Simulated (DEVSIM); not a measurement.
Structure: abrupt GaAs p-n junction, at 250 K.

```csv
layer (left to right),material,thickness (μm),Nd (cm⁻³),Na (cm⁻³),τn (s),τp (s)
1,GaAs,0.170,-,2e15,4e-8,4e-8
2,GaAs,60.0,1e16,-,4e-8,4e-8
```

Left contact: ohmic. Right contact: ohmic. Voltage is applied to the left contact. Recombination: SRH at mid-gap, radiative, Auger. Mobility is μmin + (μ − μmin)/(1 + (N/Nref)^α).

Constants are typed, rounded textbook-type inputs, not results; the design itself was drawn at random and stands for no fabricated device. Values at 300 K; Nc and Nv go as T^1.5, mobilities as T to minus their exponent, the gap by Varshni's rule with the affinity fixed.

| parameter | GaAs |
|---|---|
| gap (eV) | 1.424 |
| affinity (eV) | 4.07 |
| permittivity | 12.9 |
| Nc (cm⁻³) | 4.7e17 |
| Nv (cm⁻³) | 9e18 |
| μn (cm²/Vs) | 8500 |
| μp (cm²/Vs) | 400 |
| μn,min | 500 |
| μp,min | 20 |
| Nref,n | 6e16 |
| Nref,p | 1.5e17 |
| αn | 0.39 |
| αp | 0.38 |
| T exponent of μn | 2.1 |
| T exponent of μp | 2.2 |
| B (cm³/s) | 2e-10 |
| Cn (cm⁶/s) | 1e-30 |
| Cp (cm⁶/s) | 1e-30 |
| Varshni α (eV/K) | 0.000541 |
| Varshni β (K) | 204 |

Model (solved in DEVSIM): 1D drift-diffusion, Boltzmann statistics, complete ionisation; no tunnelling, impact ionisation, image-force lowering or self-heating.

Question: Give the dark forward current.

Answer: 
```json
[
 {"V (V)": "0.05", "J (A/cm²)": "3.6e-14"},
 {"V (V)": "0.15", "J (A/cm²)": "5.1e-13"},
 {"V (V)": "0.25", "J (A/cm²)": "5.7e-12"},
 {"V (V)": "0.35", "J (A/cm²)": "6.7e-11"},
 {"V (V)": "0.45", "J (A/cm²)": "1.1e-9"},
 {"V (V)": "0.55", "J (A/cm²)": "4.3e-8"},
 {"V (V)": "0.65", "J (A/cm²)": "3.3e-6"},
 {"V (V)": "0.75", "J (A/cm²)": "0.00028"},
 {"V (V)": "0.85", "J (A/cm²)": "0.022"},
 {"V (V)": "0.95", "J (A/cm²)": "1.6"},
 {"V (V)": "1.00", "J (A/cm²)": "11"},
 {"V (V)": "1.10", "J (A/cm²)": "110"},
 {"V (V)": "1.20", "J (A/cm²)": "280"},
 {"V (V)": "1.30", "J (A/cm²)": "470"},
 {"V (V)": "1.40", "J (A/cm²)": "680"},
 {"V (V)": "1.50", "J (A/cm²)": "890"},
 {"V (V)": "1.60", "J (A/cm²)": "1100"},
 {"V (V)": "1.70", "J (A/cm²)": "1300"},
 {"V (V)": "1.80", "J (A/cm²)": "1500"},
 {"V (V)": "1.90", "J (A/cm²)": "1800"}
]
```
